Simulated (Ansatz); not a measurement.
## AlN: holes 7.0×10^21 cm⁻³

Base system: AlN in the wurtzite structure (space group P6_3mc, No. 186; a = 3.114 Å, c = 4.984 Å).

Modification: 0.293 holes added to each cell, a density of 7.0×10^21 cm⁻³, with a uniform compensating background at fixed cell and a 300 K Fermi–Dirac width.

All numbers come from PBEsol in Ansatz (plane waves to 420 eV, PAW, spin-orbit coupling left out). Γ-centred 22×22×12 mesh, Fermi–Dirac width 0.0259 eV.

```csv
quantity,base,changed,shift
gap between the host's bands,4.09 eV,4.25 eV,+0.16 eV
gap character,direct at Γ,direct at Γ,–
Fermi level relative to the doped band's edge (positive inside the band; to 0.05 eV),–,+0.40 eV,–
```

Cost of the whole job for the changed cell (relaxation, final SCF and bands): very roughly 50 core-seconds.

Carriers are added with a uniform compensating background; total energy and stress of such cells depend on the potential's zero and are not compared; many-body gap narrowing is missing at this level. No phonon test of stability was made.

Ansatz is a first-principles code.
